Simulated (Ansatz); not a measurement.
The starting structures come from a database of crystals and need not be the phases stable at ambient conditions.

By PBEsol, the system below comes out a metal.

A figure of merit of an interconnect metal is its ballistic conductance per area.

Here is the system:

```
InSc3N
1.0
    6.31370     0.00000     0.00000
   -3.15685     5.46782     0.00000
    3.15685     1.82261     2.57756
Sc In N
3 1 1
Cartesian
 -1.57842   2.73391   0.00000
  1.57842   2.73391   0.00000
  3.15685   0.00000   0.00000
  0.00000   0.00000   0.00000
  0.00000   3.64522   1.28878
```

Space group of this cell: Pm-3m, anti-perovskite. The cell is taken as given; by PBEsol its mean pressure is -3.5 GPa.

The current flows along the normal of the first two printed cell vectors, the (111) plane of the conventional cell. No spin-orbit coupling; the value is a mean over 0.1 eV about the Fermi level.

**Question.** Estimate the ballistic conductance per area that PBEsol (Ansatz, a first-principles code) returns for this system.

**Answer.** 0.37 × 10¹⁵ S/m² for both spins.
